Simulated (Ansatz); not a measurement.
## hcp Mg (0 0 1) on cubic ZrO2 (1 1 1) (film strained to the substrate, started from cuts of the bulks and a machine-learned relaxation; slabs O24Zr15 and Mg16, which can lie off the formulas)

A periodic stack without vacuum, hcp Mg (0 0 1) on cubic ZrO2 (1 1 1) (film strained to the substrate, started from cuts of the bulks and a machine-learned relaxation; slabs O24Zr15 and Mg16, which can lie off the formulas): substrate slab O24Zr15, film Mg16, surface cells [[-1, 2], [-1, -1]] and [[0, -2], [2, 2]], film strained by -2.1 and -2.1 %, outermost planes Zr/Zr and Mg/Mg as cut, which need not be the usual terminations and can put a slab off its formula.

The start was prepared with a machine-learned potential, and the result is one local minimum, with the in-plane cell held and forces under 0.04 eV/Å; the film can end far from its bulk form.

These are PBE (plane waves to 420 eV, PAW; Ansatz, an electronic-structure program) values and carry that method's errors. No spin–orbit coupling; the runs are not spin-polarised; PBE gaps are too small against experiment. Its k-point mesh 5×5×1, Fermi–Dirac width 0.05 eV.

- interface area: 34.0 Å²
- period: 25.10 Å
- heights between the nearest atoms of the two slabs at the two interfaces: 2.69 and 2.69 Å
- Mg–Zr contacts across the interfaces within 1.22 times the sum of covalent radii: 20, mean 3.44 Å

```
Mg16Zr15O24
1.0
    6.26529     0.00044     0.08016
   -3.13226     5.42580    -0.09992
   -2.02610     1.37912    25.06639
O Zr Mg
24 15 16
Cartesian
  1.85353   0.23838   3.62942
  1.88393   3.92478   3.59341
 -1.31318   2.10754   3.56504
 -0.24916   3.71746   1.91865
  2.79042   2.18420   1.99440
 -0.05572   0.31242   1.96456
 -0.23722   3.90923   6.48124
  2.81964   2.10178   6.54318
 -0.27261   0.35898   6.51938
  0.79155   2.10613   4.98967
  3.92018   0.30096   5.14150
 -2.34368   3.91253   5.03273
  0.73159   2.15918   9.42653
  0.73406   5.77049   9.39601
 -2.40507   3.96640   9.46661
 -1.33909   5.71361   7.93919
  1.83311   3.96963   7.99368
 -1.37534   2.16269   7.97700
 -1.55560   5.76555  12.49711
  1.85870   3.88493  12.54293
 -1.36020   2.35262  12.53591
 -0.30269   3.96553  10.89052
  2.77209   2.14871  10.94342
 -3.46510   5.83095  10.83034
  2.16743   0.20952   1.47453
  1.77988   4.13799   1.43091
 -1.43844   1.83305   1.40445
 -0.21990   3.92111   4.28601
  2.88818   2.06585   4.34000
 -0.27224   0.30873   4.32041
  0.76287   2.13231   7.26882
  0.76101   5.74921   7.21850
 -2.37509   3.93956   7.18942
 -1.34072   5.76500  10.13471
  1.76517   4.00714  10.19882
 -1.39178   2.14991  10.17223
 -0.17913   4.23819  13.04895
  2.87601   1.93742  13.10646
 -3.78306   5.85727  12.98666
 -1.04712   3.07334  15.84056
  2.10234   3.27692  15.86899
 -2.40905   5.89177  15.81537
  0.61288   5.87664  15.73051
  0.52075   4.13173  18.45726
 -2.59729   4.13466  18.45999
  2.11919   1.43895  18.51980
 -1.01752   1.40254  18.47679
 -1.07442   3.27759  21.06447
  2.07159   3.28484  21.14582
 -2.65338   6.01391  21.04428
  0.47426   5.97452  21.09002
  0.49424   4.14103  23.74049
 -2.61374   4.34923  23.66922
 -1.13654   6.97820  23.77317
 -4.38561   6.94667  23.61978
```
